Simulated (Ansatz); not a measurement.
BeS (model structure, started from the NiAs type, P6₃/mmc, No. 194, 4 atoms in the cell)

Method: r²SCAN0 (Ansatz, a first-principles code, PAW).

Run with plane-wave cutoff 520 eV, 9×9×6 k mesh (along the axes of the cell as run), Fermi–Dirac smearing 0.01 eV, scalar-relativistic PAW data made under PBE.

Cell (relaxed with PBEsol):

```
BeS
1.0
    3.27121     0.00000     0.00000
   -1.63561     2.83295     0.00000
    0.00000     0.00000     5.20687
Be S
2 2
Direct
  0.00000   0.00000   0.00000
  0.00000   0.00000   0.50000
  0.33333   0.66667   0.25000
  0.66667   0.33333   0.75000
```

```
Quantity                        Value
--------  ---------------------------
band gap  3.19 eV (on the SCF k mesh)
```

Note: the relaxation could raise the start's symmetry but not lower it, so the cell can be a saddle point; cell and atoms aren't relaxed at this level (pressure 2.1 GPa).

Computing time: around 3 core-minutes (rough).

A model structure was made by putting elements into a prototype or built by hand; it is no filed structure, need not be a known phase, and can be a saddle point held by its symmetry.
